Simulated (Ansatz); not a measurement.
An Ansatz (an electronic-structure program) input (DFT with PBEsol, PAW potentials and a 420 eV plane-wave cutoff in Ansatz, no spin-orbit coupling):

Ansatz 0.2 input:
```yaml
crystal:
  lattice:
    - [5.0603440034, 0, 0]
    - [-2.5301720017, 4.3823864589, 0]
    - [0, 0, 5.5639129109]
  atoms:
    - { symbol: Si, position: [0, 0.4704309233, 0.3333333333] }
    - { symbol: Si, position: [0.5295690767, 0.5295690767, 0] }
    - { symbol: Si, position: [0.4704309233, 0, 0.6666666667] }
    - { symbol: O, position: [0.2667903802, 0.4125668385, 0.2143520325] }
    - { symbol: O, position: [0.5874331615, 0.8542235417, 0.8810186992] }
    - { symbol: O, position: [0.7332096198, 0.1457764583, 0.4523146342] }
    - { symbol: O, position: [0.8542235417, 0.5874331615, 0.1189813008] }
    - { symbol: O, position: [0.4125668385, 0.2667903802, 0.7856479675] }
    - { symbol: O, position: [0.1457764583, 0.7332096198, 0.5476853658] }
basis: { ecutwfc: 420, ecutrho_ratio: 4, xc_grid: 2, fft_grid_basis: typed }
kpoints: { mp_grid: { grid: [8, 8, 6] } }
hamiltonian:
  xc: pbesol
  dispersion: none
  pseudopotentials: { kind: paw }
scf: { occupations: { method: fermi_dirac, width: 0.05 }, convergence: { dr2_threshold: 0.0000000009 } }
relax: { f_tol: 0.005, max_steps: 50 }
output: { forces: true, stress: true }
checkpoint: { write: state.ck, write_every: 1000 }
```

**Question.** Which symmetry and how many k-points will the program report, and about how many plane waves at Γ?

**Answer.** Space group P3221 (ITA 154) with 6 operations, k-points 50 of 384, and 2461 plane waves at Γ.

**Question.** And the final pressure?

**Answer.** -1.69 GPa (compression positive).

The cells carry an imposed strain or load. Whether these cells are dynamically stable was not tested. The cell was made from SiO$_{2}$ (space group P3_221, No. 154) by this change: isotropic strain +2.25 %.
